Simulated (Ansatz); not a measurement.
Ca₂Nb₂O₇ (Fd-3m, No. 227, 22 atoms in the cell; start mp-4155), treated with r²SCAN (plane waves, PAW; Ansatz, a quantum-chemistry and plane-wave program).

Numerical settings: plane-wave cutoff 560 eV, 6×6×6 k mesh, Fermi–Dirac smearing 0.01 eV, no spin polarisation, scalar-relativistic PAW data made under PBE.

Cell (relaxed with PBEsol):

```xyz
22
Lattice="0.0000 5.2006 5.2006 5.2006 0.0000 5.2006 5.2006 5.2006 0.0000" Properties=species:S:1:pos:R:3 pbc="T T T"
Ca     3.9005     1.3002     3.9005
Ca     1.3002     1.3002     1.3002
Ca     1.3002     3.9005     3.9005
Ca     3.9005     3.9005     1.3002
Nb     3.9005     6.5008     3.9005
Nb     6.5008     6.5008     6.5008
Nb     6.5008     3.9005     3.9005
Nb     3.9005     3.9005     6.5008
O      0.0000     0.0000     0.0000
O      2.6003     2.6003     2.6003
O      5.2006     5.2006     3.1948
O      7.8010     7.8010     5.7951
O      5.2006     5.2006     7.2065
O      7.8010     7.8010     9.8068
O      3.1948     5.2006     5.2006
O      5.7951     7.8010     7.8010
O      7.2065     5.2006     5.2006
O      9.8068     7.8010     7.8010
O      5.2006     3.1948     5.2006
O      7.8010     5.7951     7.8010
O      5.2006     7.2065     5.2006
O      7.8010     9.8068     7.8010
```

Give the computed band gap.


band gap: 2.00 eV

Note: cell and atoms aren't relaxed at this level (largest force component 0.04 eV/Å, pressure 1.7 GPa).

Spin–orbit coupling is not included.

Static lattice: no zero-point or thermal effects.

It cost roughly 2.9 core-minutes of CPU time.

A start named mp-… is a Materials Project structure, which need not be a measured phase.
